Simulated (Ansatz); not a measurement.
## A constructed model of the (111)A surface of zinc-blende AlAs, Al-terminated, 2x2 Si adatom at T4 (bottom of the slab: 3 H on 4 bottom sites)

The numbers are results of PBE (plane waves to 420 eV, PAW; Ansatz, an electronic-structure program), not measurements.

Slab: 36 atoms, 13.9 Å thick at the start with caps and adatoms (thin: gaps and levels are the slab's own); k 3x3x1, smearing 0.025 eV, dipole-corrected; 8 atoms held, the rest relaxed; held to the start's symmetry, so lower structures may exist; spin-polarised, ending with about 1.0 μB a cell; orders that need a larger cell were not tried, no spin-orbit, no U. It is one candidate, not shown to be the stable structure of the face.

- gap of the slab on its k-mesh: 0.31 eV
- highest filled level below the top vacuum level: 4.11 eV
- energy released by relaxation: 1.46 eV
- magnetic moment of the cell: 1.00 μB
- cost: around 24 core-minutes (rough)
